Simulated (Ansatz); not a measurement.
Take AgCl in the rock salt structure (space group Fm-3m, No. 225; a = 5.447 Å) as the base.

Method: Ansatz (a quantum-chemistry and plane-wave program), PBEsol, PAW, cutoff 420 eV, scalar-relativistic without spin-orbit coupling.

Base values:

| Item | Value |
|---|---|
| Density | 5.89 g/cm³ |
| Band gap | 0.72 eV |
| Smallest direct gap | 3.03 eV |

The change: cell and atoms relaxed at a pressure of 22.5 GPa.

**Question.** How does this affect the density, band gap and smallest direct gap?

**Answer.** The density grows by 1.46 g/cm³ to 7.35 g/cm³; the band gap grows by 0.15 eV to 0.87 eV; the smallest direct gap grows by 0.05 eV, from 3.03 eV to 3.08 eV.

Load acts through the strain it causes; cell and atoms are relaxed under it. Whether these cells are dynamically stable was not tested. No other phases were tried under pressure.
